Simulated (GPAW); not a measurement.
A self-consistent single point of K₂RhAuF₆ (Fm-3m, 10 atoms in the cell) with GPAW.

Method of the run: PBEsol, GPAW PAW datasets PBEsol (made by gpaw-setup) (plane waves; GPAW 25.7.0).

```yaml
crystal:
  lattice:
    - [0.00000, 4.41229, 4.41229]
    - [4.41229, 0.00000, 4.41229]
    - [4.41229, 4.41229, 0.00000]
  atoms:
    - { symbol: K, position: [0.75000, 0.75000, 0.75000] }
    - { symbol: K, position: [0.25000, 0.25000, 0.25000] }
    - { symbol: Rh, position: [0.00000, 0.00000, 0.00000] }
    - { symbol: Au, position: [0.50000, 0.50000, 0.50000] }
    - { symbol: F, position: [0.76927, 0.23073, 0.23073] }
    - { symbol: F, position: [0.23073, 0.76927, 0.76927] }
    - { symbol: F, position: [0.23073, 0.76927, 0.23073] }
    - { symbol: F, position: [0.76927, 0.23073, 0.76927] }
    - { symbol: F, position: [0.23073, 0.23073, 0.76927] }
    - { symbol: F, position: [0.76927, 0.76927, 0.23073] }
```

Reference input (self-consistent single point, DFT PBEsol, plane waves, GPAW PAW datasets PBEsol (made by gpaw-setup)): mode = pw; ecut = 900 eV; xc = PBEsol; kpts = 3 3 3; mesh shift (steps) = 0 0 0; occupations.name = methfessel-paxton; occupations.width = 0.02 eV; occupations.order = 0; nbands = -6; convergence.forces = 0.001 eV/Å; convergence.bands = -4; symmetry.symmorphic = false. This run's input differs from it in these lines:

```diff
@@ -20,3 +20,3 @@
 
-calc = GPAW(mode={'name': 'pw', 'ecut': 900},
+calc = GPAW(mode={'name': 'pw', 'ecut': 1170},
             xc='PBEsol',
```

Output, abridged:

```
     iter     time        total  log10-change:
                         energy   eigst   dens  force
iter:   1 --:--:--   -48.155004   -0.08
iter:   2 --:--:--   -46.994062   -1.27  -1.29
iter:   3 --:--:--   -44.543904   -0.51  -1.34
iter:   4 --:--:--   -44.315959   -1.08  -1.51
iter:   5 --:--:--   -44.564471   -1.29  -1.59
iter:   6 --:--:--   -44.734814   -1.63  -1.87
iter:   7 --:--:--   -44.101204   -1.22  -1.95
iter:   8 --:--:--   -44.099680   -2.20  -2.45
iter:   9 --:--:--   -44.099625c  -3.52  -2.65
iter:  10 --:--:--   -44.100384c  -3.17  -2.69
iter:  11 --:--:--   -44.098469c  -4.03  -3.14
iter:  12 --:--:--   -44.097788c  -4.63  -3.13
iter:  13 --:--:--   -44.097592c  -4.93  -3.23
   [... 3 lines left out ...]
iter:  17 --:--:--   -44.097227c  -5.59  -3.69
iter:  18 --:--:--   -44.097257c  -5.46  -3.74
iter:  19 --:--:--   -44.097234c  -6.42  -3.84
iter:  20 --:--:--   -44.097200c  -5.24  -3.87
iter:  21 --:--:--   -44.097193c  -6.90  -4.18c
iter:  22 --:--:--   -44.097190c  -6.70  -4.21c
iter:  23 --:--:--   -44.097194c  -6.95  -4.21c
iter:  24 --:--:--   -44.097190c  -6.28  -4.35c
iter:  25 --:--:--   -44.097190c  -7.50c -4.76c
iter:  26 --:--:--   -44.097190c  -7.80c -4.84c -3.08c
Converged after 26 iterations.

Dipole moment: (0.000000, 0.000000, -0.000000) |e|*Ang

Energy contributions relative to reference atoms: (reference = -695482.247156)

Kinetic:        +26.258771
Potential:      -27.374296
External:        +0.000000
XC:             -41.099379
Entropy (-ST):   -0.000000
Local:           -1.882285
SIC:             +0.000000
--------------------------
Free energy:    -44.097190
Extrapolated:   -44.097190

Showing only first 2 kpts
 Kpt  Band  Eigenvalues  Occupancy
  0    41      2.35103    2.00000
  0    42      2.35103    2.00000
  0    43      3.68151    0.00000
  0    44      4.78236    0.00000

  1    41      2.26451    2.00000
  1    42      2.28437    2.00000
  1    43      3.38222    0.00000
  1    44      4.29774    0.00000

Fermi level: 2.95569

Gap: 0.764 eV
Transition (v -> c):
   [... lines left out ...]
Direct gap: 0.774 eV
   [... lines left out ...]
  4 F    -0.17111   -0.00000   -0.00000
  5 F     0.17111   -0.00000    0.00000
  6 F     0.00000   -0.17111    0.00000
  7 F    -0.00000    0.17111    0.00000
  8 F    -0.00000   -0.00000   -0.17111
  9 F    -0.00000    0.00000    0.17111

Stress tensor:
     0.021228     0.000000     0.000000
     0.000000     0.021228    -0.000000
     0.000000    -0.000000     0.021228
Stress (GPa, Voigt): [ 3.4011  3.4011  3.4011 -0.      0.      0.    ]
```

The run converged in 26 iterations. GPAW prints stress with tension positive. Against the reference run the free energy falls by 29.9 meV/atom, the largest force moves little (0.170 to 0.171 eV/Å) and the gap on the mesh moves little (0.763 to 0.764 eV).

The starting cell comes from a database of computed structures (which also holds hypothetical and non-ambient phases and stackings), without a prior relaxation at this level. Spin-orbit coupling is off.

Cost on one core of a shared machine: roughly 3 min.
